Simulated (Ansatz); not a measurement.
Candidates (primitive cells; geometry: relaxed with this functional, without spin-orbit coupling):
A. LaTe (Fm-3m), a = b = c = 4.518 Å, α = β = γ = 60.00°
B. YSe (Fm-3m), a = 4.023 Å, b = 4.023 Å, c = 4.023 Å, α = 60.00°, β = 60.00°, γ = 60.00°
C. SnAs (Fm-3m), a = 4.040 Å, b = 4.040 Å, c = 4.040 Å, α = 60.00°, β = 60.00°, γ = 60.00°
D. ScAs (Fm-3m), a = 3.8255 Å, b = 3.8255 Å, c = 3.8255 Å, α = 60.00°, β = 60.00°, γ = 60.00°

Q: Rank these by mean free path at 300 K (lowest first), as PBEsol, DFPT electron-phonon coupling, linearised Boltzmann equation (Ansatz, a program for electronic structure) gives it.

A: B (3.7 nm), A (6.3 nm), C (12.4 nm), D (27 nm)

Metals; harmonic phonons alone scatter; means over directions. The mean free path is weighted by the current that each state carries. Halving the electron mesh moves these values by up to 5 %; q meshes are mostly untested. Some of the runs warned that the eigensolver left states short of its tolerance. Spin-orbit coupling is left out.

Formula and space group known from diffraction (Crystallography Open Database), not checked to be the room-temperature form: LaTe (Fm-3m), ScAs (Fm-3m), SnAs (Fm-3m), YSe (Fm-3m).
